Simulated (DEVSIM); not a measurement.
System: GaSb n-p junction from an implanted or diffused profile, at 250 K.

```tsv
layer (left to right)	material	thickness (μm)	Na (cm⁻³)	τn (s)	τp (s)
1	GaSb	30.0	1.4e14	8.7e-8	8.7e-8
```

Added donor profile: 2.3e16 cm⁻³ × exp(−(x − 0.078 μm)²/(2·(0.05 μm)²)). Left contact: ohmic. Right contact: ohmic. Voltage is applied to the left contact. Recombination: SRH at mid-gap, Auger. Mobility is μmin + (μ − μmin)/(1 + (N/Nref)^α).

This is a model device: material constants are rounded textbook-type values typed into the input, and sizes, dopings and lifetimes were drawn at random. Values at 300 K; Nc and Nv go as T^1.5, mobilities as T to minus their exponent, the gap by Varshni's rule with the affinity fixed.

| parameter | GaSb |
|---|---|
| gap (eV) | 0.726 |
| affinity (eV) | 4.06 |
| permittivity | 15.7 |
| Nc (cm⁻³) | 2.1e17 |
| Nv (cm⁻³) | 1.8e19 |
| μn (cm²/Vs) | 5000 |
| μp (cm²/Vs) | 850 |
| μn,min | 1000 |
| μp,min | 190 |
| Nref,n | 2.8e17 |
| Nref,p | 9e17 |
| αn | 1.05 |
| αp | 0.65 |
| T exponent of μn | 2 |
| T exponent of μp | 1.7 |
| Cn (cm⁶/s) | 5e-30 |
| Cp (cm⁶/s) | 5e-30 |
| Varshni α (eV/K) | 0.00042 |
| Varshni β (K) | 140 |

DEVSIM, 1D drift-diffusion, Boltzmann statistics, complete ionisation; no tunnelling, impact ionisation, image-force lowering or self-heating.

Base results: dark forward voltage at 1 A/cm² (V) 0.356; potential step across the device at zero bias (V) 0.429.

**Question.** What follows from this one change: thickness of layer 1 30 → 6 μm?

**Answer.** dark forward voltage at 1 A/cm² 0.356 → 0.305 V; potential step across the device at zero bias little changed (0.429 V).

**Question.** What follows from this one change: peak of the profile 2.3e+16 → 4.6e+16 cm^-3?

**Answer.** dark forward voltage at 1 A/cm² little changed (0.354 V); potential step across the device at zero bias 0.429 → 0.444 V.
